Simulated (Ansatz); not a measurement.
The starting structures come from a database of crystals and need not be the phases stable at ambient conditions.

By PBEsol, the system below comes out a metal.

A figure of merit of an interconnect metal is its ballistic conductance per area.

Here is the system:

```
CELL_PARAMETERS angstrom
      3.12240     0.00000     0.00000
      0.00000     4.34752     0.00000
      0.03892     0.00000     4.27367
ATOMIC_POSITIONS crystal
  Sb 0.01139 0.25000 0.75883
  Sb 0.98861 0.75000 0.24117
```

Space group of this cell: P2_1/m. The cell is strained (lengths along the current scaled by 0.97, ions clamped).

The current flows along the normal of the first two printed cell vectors. No spin-orbit coupling; the value is a mean over 0.1 eV about the Fermi level.

**Question.** Give the ballistic conductance per area that PBEsol (Ansatz, a first-principles code) yields.

**Answer.** 0.98 × 10¹⁵ S/m² for both spins.
